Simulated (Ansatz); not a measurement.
The starting structures come from a database of crystals and need not be the phases stable at ambient conditions.

 Where the default PAW files enter, the runs use the earlier of Ansatz's two default sets.

Inside the gap of an insulator the Bloch states are evanescent, with a wavenumber k + iκ along the transport direction.

Input:

```
CELL_PARAMETERS angstrom
      3.88593     0.00000     0.00000
      0.00000     7.58915     0.00000
      0.00000     0.00000     7.36148
ATOMIC_POSITIONS crystal
  W  0.94486 0.23260 0.73260
  W  0.05514 0.26740 0.23260
  W  0.94486 0.76740 0.26740
  W  0.05514 0.73260 0.76740
  O  0.48901 0.24530 0.74530
  O  0.51099 0.25470 0.24530
  O  0.48901 0.75470 0.25470
  O  0.51099 0.74530 0.75470
  O  0.99521 0.00514 0.25080
  O  0.00479 0.74920 0.00514
  O  0.99521 0.99486 0.74920
  O  0.00479 0.25080 0.99486
  O  0.00479 0.49486 0.75080
  O  0.99521 0.75080 0.50514
  O  0.00479 0.50514 0.24920
  O  0.99521 0.24920 0.49486
```

Space group of this cell: P2_12_12. The cell is strained (lengths along the current scaled by 0.97, ions clamped); by PBEsol its mean pressure is 6.5 GPa.

Transport runs along the normal of the first two printed cell vectors.

The gap is the functional's own. No spin-orbit coupling. Mid-gap values are interpolated on the energy grid.

Problem. State the band gap and the smallest decay constant κ at mid-gap according to PBEsol (Ansatz, a quantum-chemistry and plane-wave program).

Solution. Gap 1.25 eV on a 8×4×4 mesh; κ = 0.171 1/Å, at the zone centre.
